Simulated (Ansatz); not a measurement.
Slab thickness and the (111) surface of fcc Rh: the same face, mesh and vacuum, all atoms relaxed in the 1x1 cell under the symmetry of the ideal cut; the real face may buckle or reconstruct.

Method: PBE (plane waves to 420 eV, PAW; Ansatz, a program for electronic structure).

| atoms | thickness (Å) | γ (J/m²) | work function, top face (eV) | rough cost |
|---|---|---|---|---|
| 2 | 2.1 | 2.04 | (withheld) | around 25 core-seconds (rough) |
| 3 | 4.3 | 2.04 | (withheld) | about 40 core-seconds (a rough figure) |
| 4 | 6.5 | 2.08 | 5.16 | very roughly 40 core-seconds |
| 5 | 8.8 | 2.06 | 5.16 | around 60 core-seconds (rough) |
| 6 | 11.0 | 2.06 | 5.14 | around 50 core-seconds (rough) |
| 7 | 13.2 | 2.06 | 5.15 | very roughly 50 core-seconds |
| 8 | 15.4 | 2.07 | 5.15 | roughly 120 core-seconds |
| 10 | 19.8 | 2.06 | 5.15 | around 2.3 core-minutes (rough) |
| 12 | 24.2 | 2.06 | 5.15 | very roughly 4 core-minutes |
| 16 | 33.1 | 2.06 | 5.15 | roughly 4 core-minutes |

Task: Fill in the missing entries.

Result: 
- 2, work function, top face (eV): 5.18
- 3, work function, top face (eV): 5.06
